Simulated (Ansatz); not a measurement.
Structure of amorphous Ni$_{24}$Si$_{24}$ (periodic cell):

```yaml
crystal:
  lattice:
    - [8.20397, -0.04610, -0.37120]
    - [-0.04610, 8.18268, -0.24084]
    - [-0.37120, -0.24084, 8.92596]
  atoms:
    - { symbol: Ni, position: [0.47381, 0.27956, 0.77328] }
    - { symbol: Ni, position: [0.08284, 0.86871, 0.68921] }
    - { symbol: Ni, position: [0.61258, 0.01869, 0.86496] }
    - { symbol: Ni, position: [0.39525, 0.58962, 0.79473] }
    - { symbol: Ni, position: [0.63459, 0.14741, 0.13204] }
    - { symbol: Ni, position: [0.23288, 0.73307, 0.31449] }
    - { symbol: Ni, position: [0.16459, 0.15393, 0.78026] }
    - { symbol: Ni, position: [0.69588, 0.66835, 0.51332] }
    - { symbol: Ni, position: [0.31313, 0.87657, 0.89166] }
    - { symbol: Ni, position: [0.84205, 0.91391, 0.03307] }
    - { symbol: Ni, position: [0.72183, 0.88135, 0.28987] }
    - { symbol: Ni, position: [0.60068, 0.38767, 0.33921] }
    - { symbol: Ni, position: [0.25433, 0.39230, 0.97365] }
    - { symbol: Ni, position: [0.54313, 0.50442, 0.05525] }
    - { symbol: Ni, position: [0.60394, 0.00274, 0.58318] }
    - { symbol: Ni, position: [0.84331, 0.59527, 0.01618] }
    - { symbol: Ni, position: [0.21005, 0.43183, 0.44812] }
    - { symbol: Ni, position: [0.68664, 0.51622, 0.76594] }
    - { symbol: Ni, position: [0.94999, 0.36502, 0.83369] }
    - { symbol: Ni, position: [0.11276, 0.08192, 0.04647] }
    - { symbol: Ni, position: [0.99228, 0.66937, 0.46089] }
    - { symbol: Ni, position: [0.41267, 0.93078, 0.17117] }
    - { symbol: Ni, position: [0.80457, 0.16791, 0.43412] }
    - { symbol: Ni, position: [0.32883, 0.22941, 0.21704] }
    - { symbol: Si, position: [0.73516, 0.25145, 0.67016] }
    - { symbol: Si, position: [0.35849, 0.01572, 0.67586] }
    - { symbol: Si, position: [0.97542, 0.76193, 0.21117] }
    - { symbol: Si, position: [0.90672, 0.12108, 0.20388] }
    - { symbol: Si, position: [0.52522, 0.11624, 0.36362] }
    - { symbol: Si, position: [0.59096, 0.78499, 0.02225] }
    - { symbol: Si, position: [0.38644, 0.14074, 0.97789] }
    - { symbol: Si, position: [0.48246, 0.81178, 0.40839] }
    - { symbol: Si, position: [0.29457, 0.67271, 0.05132] }
    - { symbol: Si, position: [0.90669, 0.05202, 0.82599] }
    - { symbol: Si, position: [0.48915, 0.45179, 0.56583] }
    - { symbol: Si, position: [0.08755, 0.17273, 0.51486] }
    - { symbol: Si, position: [0.02692, 0.37025, 0.09998] }
    - { symbol: Si, position: [0.92891, 0.40076, 0.36166] }
    - { symbol: Si, position: [0.93152, 0.60822, 0.70045] }
    - { symbol: Si, position: [0.71582, 0.31517, 0.95762] }
    - { symbol: Si, position: [0.86584, 0.91785, 0.53466] }
    - { symbol: Si, position: [0.35612, 0.49504, 0.24408] }
    - { symbol: Si, position: [0.19032, 0.01588, 0.30614] }
    - { symbol: Si, position: [0.26038, 0.69644, 0.57898] }
    - { symbol: Si, position: [0.72981, 0.59890, 0.25132] }
    - { symbol: Si, position: [0.04437, 0.77959, 0.92349] }
    - { symbol: Si, position: [0.57961, 0.77313, 0.72703] }
    - { symbol: Si, position: [0.18881, 0.41085, 0.70705] }
```

These are PBE, scalar-relativistic without spin-orbit coupling (plane waves to 420 eV, PAW; Ansatz, a quantum-chemistry and plane-wave program) values and carry that method's errors. Neutral PBE cell, which sets geometry, pressure and energy: sampling: a 2×2×2 Γ-centred mesh; Fermi-Dirac width 0.1 eV; no spin polarisation.

It comes from a melt-quench run on a machine-learned potential (CHGNet), relaxed afterwards by DFT. The hot cell started wider than the set density and was brought back towards it in steps. It is the lowest in DFT energy of 2 quenches. It is a model cell: composition and starting density were chosen by hand, and all elements were melted together. No dispersion term was used. Its density started from a set value of 5.61 and ended at 5.79 g/cm³. Cooling (nominally 240 K/ps over its main leg) ran many orders faster than in experiment, which tends to leave more defects and strain. One small periodic cell is one sample of the glass; other quenches scatter about these values. Volume and shape were free in the relaxation.

Q: Give the pressure, the energy against reference phases and the spacing of the highest filled and lowest empty levels.

A: 
| Item | Value |
|---|---|
| Pressure on a 2×2×2 Γ-centred mesh | 0.26 GPa |
| Largest force and stress component on that mesh (the relaxation ran on one k-point at (1/4, 1/4, 1/4)) | 0.25 eV/Å and 0.9 GPa |
| Energy relative to MnP-type NiSi (lowest mix at this level among the phases computed, not always the ambient ones) | 0.186 eV/atom |
| Gap on a 2×2×2 Γ-centred mesh (PBE) | within the smearing (under twice its width) |

Cut-offs for bonds: Ni-Ni 3.06 Å, Ni-Si 2.76 Å, Si-Si 2.66 Å.
